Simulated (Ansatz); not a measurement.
**Pt, response to strain**

The parent structure is Pt in the fcc (Cu type) structure (space group Fm-3m, No. 225; a = 3.940 Å). Axes: x, y, z lie along the cube axes.

Strains are applied to the cell and any free atomic positions relax; under biaxial strain the out-of-plane vector relaxes too.

Computed with r2SCAN/PAW in Ansatz (a program for electronic structure), no spin-orbit coupling.

Notes on the quantities. energy relative to the base: free energy F; pressure: mean of the normal stresses, compression positive.

```csv
variant,shortest interatomic distance,energy relative to the base,pressure,space group
base,2.786 Å,0 meV/atom,0.0 GPa,Fm-3m (No. 225)
"biaxial strain −4.01 %, plane normal [001], relaxed out of plane",2.674 Å,+45 meV/atom,8.6 GPa,I4/mmm (No. 139)
"biaxial strain +2.39 %, plane normal [110], relaxed out of plane",2.719 Å,+17 meV/atom,-5.2 GPa,Immm (No. 71)
"biaxial strain −2.24 %, plane normal [111], relaxed out of plane",2.724 Å,+16 meV/atom,5.4 GPa,R-3m (No. 166)
"biaxial strain +4.86 %, plane normal [111], relaxed out of plane",2.736 Å,+55 meV/atom,-7.3 GPa,R-3m (No. 166)
isotropic strain −5.98 %,2.620 Å,+0.547 eV/atom,82.3 GPa,Fm-3m (No. 225)
isotropic strain −0.53 %,2.771 Å,+3.4 meV/atom,4.5 GPa,Fm-3m (No. 225)
isotropic strain +1.23 %,2.820 Å,+17 meV/atom,-9.0 GPa,Fm-3m (No. 225)
uniaxial strain ε_xx = +1.04 %,2.786 Å,+1.7 meV/atom,-2.7 GPa,I4/mmm (No. 139)
uniaxial strain ε_yy = +5.45 %,2.786 Å,+42 meV/atom,-12.1 GPa,I4/mmm (No. 139)
```

A biaxial case was relaxed in a doubled cell and then solved in the primitive one. Without a gap, meshes like the base's 20×20×20 leave anisotropic stresses uncertain by several tenths of a GPa, and small strain energies with them. Stability against distortions was not tested. All final runs are without spin polarisation. Pt lies near a magnetic instability that expansion can trigger; it was not tested.
